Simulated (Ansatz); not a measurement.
GaN under load (space group P6_3mc), r2SCAN with spin-orbit coupling, rigid bands (Ansatz, a quantum-chemistry and plane-wave program). Condition of this run: uniaxial stress along c of -8 GPa (compression positive) (the target of the relaxation). Band gap 2.13 eV, N_c = 1.94e18 cm⁻³ and N_v = 7.49e19 cm⁻³ at 300 K, conductivity masses along y (a = (3.17, 0.00, 0.00) Å; b = (-1.58, 2.74, 0.00) Å; c = (0.00, 0.00, 5.31) Å) of 0.196 mₑ (electrons) and 1.14 mₑ (holes). Take k_BT = 0.02585 eV.

Task: Find the intrinsic carrier density and the intrinsic Fermi level.

Result: n_i = √(N_c N_v) exp(−E_g/2k_BT) = 1.21e19 × exp(−41.20) = 1.5e1 cm⁻³. The level lies (k_BT/2) ln(N_v/N_c) = 47 meV from mid-gap (positive towards the conduction band). Each 0.1 eV added to the gap lowers n_i by a factor of 6.9.

Task: What built-in voltage has an abrupt junction with N_A = 1e17 and N_D = 1e17 cm⁻³, all dopants ionised?

Result: V_bi = E_g/e − (k_BT/e) ln(N_c N_v/(N_A N_D)) = 2.13 − 0.02585 × 9.58 = 1.88 V, for the computed gap.

Task: What thermal injection velocity √(2k_BT/πm) limits a ballistic channel along the direction named?

Result: 1.22e7 cm/s for electrons and 5.04e6 cm/s for holes, a ratio of √(m_h/m_e) = 2.41, for dilute carriers.

Rigid bands with the computed gap; masses take one relaxation time for all states. Geometry: cell and atoms relaxed with PBEsol.
